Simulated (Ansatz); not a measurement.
## Effective masses and thermopower of CdS under load (space group P6_3mc)

Here is the system:

```xyz
4
Lattice="4.1679 0.0000 0.0000 -2.0839 3.6095 0.0000 0.0000 0.0000 6.6418" Properties=species:S:1:pos:R:3 pbc="T T T"
Cd     2.0839     1.2032     3.3062
Cd     0.0000     2.4063    -0.0147
S      2.0839     1.2032     5.8395
S      0.0000     2.4063     2.5186
```

The numbers are results of PBEsol with spin-orbit coupling, rigid bands (plane waves, PAW; Ansatz, an electronic-structure program), not measurements. Condition of this run: biaxial stress xx = yy = -1 GPa (compression positive) (the target of the relaxation). How the cell was made: cell and atoms relaxed with PBEsol, then loaded as said.

The band gap is 1.07 eV. The electron conductivity mass (300 K, dilute) is 0.133 (x), 0.133 (y), 0.128 (z) mₑ. The hole conductivity mass (300 K, dilute) comes out as 1.40 (x), 1.40 (y), 1.08 (z) mₑ and the effective density of states N_c (300 K) is 1.2e18 cm⁻³. The effective density of states N_v (300 K) is 4.6e19 cm⁻³. The density-of-states mass, electrons is 0.129 mₑ and the density-of-states mass, holes is 1.49 mₑ. The Seebeck coefficient, n-type 1e19 cm⁻³, 300 K is -81 μV/K. The best n-type power factor at 300 K for τ = 10 fs (best axis; densities from 1e16 to 1e21 cm⁻³ tried, whether or not they can be reached) is 1.40 μW/(cm·K²) at 3e18 cm⁻³ and the Seebeck coefficient, p-type 1e19 cm⁻³, 300 K comes out as 385 μV/K. The best p-type power factor at 300 K for τ = 10 fs (best axis; densities from 1e16 to 1e21 cm⁻³ tried, whether or not they can be reached) is 11.3 μW/(cm·K²) at 3e20 cm⁻³.

Rigid bands; masses and Seebeck coefficients take one relaxation time τ for all states and one kind of carrier; polarons and phonon drag are left out.
